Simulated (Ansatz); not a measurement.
The parent structure is PbF2 in the fluorite structure (space group Fm-3m, No. 225; a = 5.8987 Å). Axes: x, y, z lie along the cube axes.

Method: plane-wave PAW DFT at the PBEsol level (Ansatz, a quantum-chemistry and plane-wave program, 420 eV), no spin-orbit coupling.

Base values:

The pressure comes out as -0.01 GPa and the shortest interatomic distance is 255.4 pm.

It is then changed as follows: uniaxial strain ε_zz = +1.50 %, all other strain components held at zero; the atoms relax in the strained cell.

Problem. Estimate the effect on the pressure, energy relative to the base and shortest interatomic distance.

Solution. The pressure (mean of the normal stresses, compression positive) falls by 1.10 GPa, from -0.01 GPa to -1.11 GPa; the energy grows by 1.3 meV/atom; the shortest interatomic distance grows by 1.3 pm, from 255.4 pm to 256.7 pm.

Stability against distortions was not tested.
